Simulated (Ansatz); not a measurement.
For L1₂ (Cu3Au-type) Al3Sc, HSE06 (plane waves, PAW; Ansatz, an electronic-structure program) gives:

lattice constant a: 4.093 Å
bulk modulus: 91.7 GPa

What does Hartree–Fock in Ansatz (plane waves, PAW) give for the same quantities?


- lattice constant a: 4.186 Å (grows by 2.3 %)
- bulk modulus: 85.9 GPa (falls by 6.3 %)

For comparison: lattice constant a 4.103 Å (measured, room temperature, no zero-point or thermal correction; as tabulated in A Combined Experimental and First-Principles Based Assessment of …); bulk modulus 91.5 ± 1 GPa (measured, 298 K, no zero-point or thermal correction, polycrystal; as tabulated in A Combined Experimental and First-Principles Based Assessment of …).

Changes are worked out from the printed values.

Unless a cell is named, each level is at its own relaxed cell (HSE06 17.14, Hartree–Fock 18.33 Å³/atom).

The crystal itself was run without spin with HSE06, Hartree–Fock; a magnetic state was not tried in these runs.

Ansatz's density-functional and Hartree–Fock values are scalar-relativistic unless marked +SOC, with PAW data made under PBE.
